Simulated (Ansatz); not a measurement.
# Convergence study of the k-point mesh for NiO (R3m, 4 atoms in the cell)

```yaml
crystal:
  lattice:
    - [4.15910, 2.07955, 2.07955]
    - [2.07955, 4.15910, 2.07955]
    - [2.07955, 2.07955, 4.15910]
  atoms:
    - { symbol: Ni, position: [0.00347, 0.00347, 0.00347], spin: 2.0 }
    - { symbol: Ni, position: [0.50000, 0.50000, 0.50000], spin: -2.0 }
    - { symbol: O, position: [0.25000, 0.25000, 0.25000] }
    - { symbol: O, position: [0.75000, 0.75000, 0.75000] }
```
(The spins are starting values, not results.)

Computed with PBEsol, default PAW files made with PBE (plane waves; Ansatz, a program for electronic structure).

Base settings: basis.ecutwfc = 420 eV; kpoints.mp_grid.grid = 10 10 10; hamiltonian.xc = pbesol; hamiltonian.pseudopotentials = {kind: paw} (the program's default PAW files); magnetization.spin_polarized = true; scf.occupations.method = fermi_dirac; scf.occupations.width = 0.01 eV.

Only quantities that move along the ladder and can be compared are tabulated.

The starting cell has typed, rounded lattice constants, without a prior relaxation at this level. Its lattice was rescaled by up to half a per cent. One atom was moved a little off its site on purpose. The magnetic order is the one reached from the typed start; others were not searched systematically. In the base run, with a pressure of about -6 GPa the cell is away from its equilibrium volume at this level. Ansatz's pressure includes its estimate of the finite-basis (Pulay) stress.

| kpoints.mp_grid.grid | free energy less the last step's (meV/atom) | pressure (GPa) | largest difference of a force vector from the last step's (eV/Å) | gap on the mesh (eV) |
|---|---|---|---|---|
| 2 2 2 | 76.30 | -6.65 | 0.098 | 1.341 |
| 3 3 3 | -4.48 | -6.23 | 0.022 | 1.143 |
| 4 4 4 | 10.94 | -5.29 | 0.025 | 0.764 |
| 5 5 5 | 2.45 | -5.80 | 0.003 | 0.808 |
| 6 6 6 | -0.36 | -5.88 | 0.002 | 0.821 |
| 7 7 7 | -0.20 | -5.81 | 0.000 | 0.861 |
| 8 8 8 | 0.12 | -5.79 | 0.001 | 0.744 |
| 9 9 9 | 0.08 | -5.80 | 0.000 | 0.743 |
| 10 10 10 | 0.02 | -5.80 | 0.000 | 0.738 |
| 11 11 11 | 0.00 | -5.80 | 0.000 | 0.769 |
| 12 12 12 | 0.02 | -5.80 | 0.000 | 0.742 |
| 14 14 14 | -0.01 | -5.80 | 0.000 | 0.723 |
| 15 15 15 | 0.00 | -5.80 | 0.000 | 0.732 |
| 17 17 17 | 0.00 | -5.80 | 0.000 | 0.728 |
| 19 19 19 | 0.00 | -5.80 | 0.000 | 0.722 |
| 21 21 21 | 0.00 | -5.80 | 0.000 | 0.726 |
| 23 23 23 | 0.01 | -5.80 | 0.000 | 0.719 |
| 25 25 25 | 0.00 | -5.80 | 0.000 | 0.726 |
| 28 28 28 | 0.00 | -5.80 | 0.000 | 0.721 |

Coarsest kpoints.mp_grid.grid that holds the pressure within 0.1 GPa of the last step, with all finer ones: 5 5 5; the step before is off by 0.51 GPa.

Coarsest kpoints.mp_grid.grid that holds the free energy within 1 meV/atom of the last step, with all finer ones: 6 6 6; the step before is off by 2.5 meV/atom.

The gap on the mesh jumps up and down from mesh to mesh; it is no smooth measure of convergence.

Keys are those of Ansatz 0.2.
